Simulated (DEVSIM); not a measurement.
Structure: Si p+/n-/n+ power diode, at 300 K.

Layer 1 from the left is Si, thickness (μm) 0.830, Na (cm⁻³) 2.9e18, τn (s) 2.7e-5, τp (s) 2.7e-5. Layer 2 from the left is Si, thickness (μm) 18.0, Nd (cm⁻³) 1.9e16, τn (s) 2.7e-5, τp (s) 2.7e-5. Layer 3 from the left is Si, thickness (μm) 4.80, Nd (cm⁻³) 2.8e18, τn (s) 2.7e-5, τp (s) 2.7e-5.

Left contact: ohmic. Right contact: ohmic. Voltage is applied to the left contact. Recombination: SRH at mid-gap. Gap narrowing is on: ΔEg = 6.92 meV × (l + √(l² + 0.5)), l = ln(N/1.3e17 cm⁻³), shared equally by both band edges. Mobility is μmin + (μ − μmin)/(1 + (N/Nref)^α).

This is a model device: material constants are rounded textbook-type values typed into the input, and sizes, dopings and lifetimes were drawn at random. Values at 300 K.

Si: gap (eV) 1.124, affinity (eV) 4.05, permittivity 11.7, Nc (cm⁻³) 2.86e19, Nv (cm⁻³) 3.1e19, μn (cm²/Vs) 1417, μp (cm²/Vs) 470, μn,min 52, μp,min 45, Nref,n 9.7e16, Nref,p 2.2e17, αn 0.68, αp 0.72.

Simulated with DEVSIM: 1D drift-diffusion, Boltzmann statistics, complete ionisation; no tunnelling, impact ionisation, image-force lowering or self-heating.

Question: What does the simulation give for the dark forward voltage at 100 A/cm², the potential step across the device at zero bias, the dark forward voltage at 1 A/cm²?

Answer: dark forward voltage at 100 A/cm² 0.825 V; potential step across the device at zero bias 0.959 V; dark forward voltage at 1 A/cm² 0.695 V.
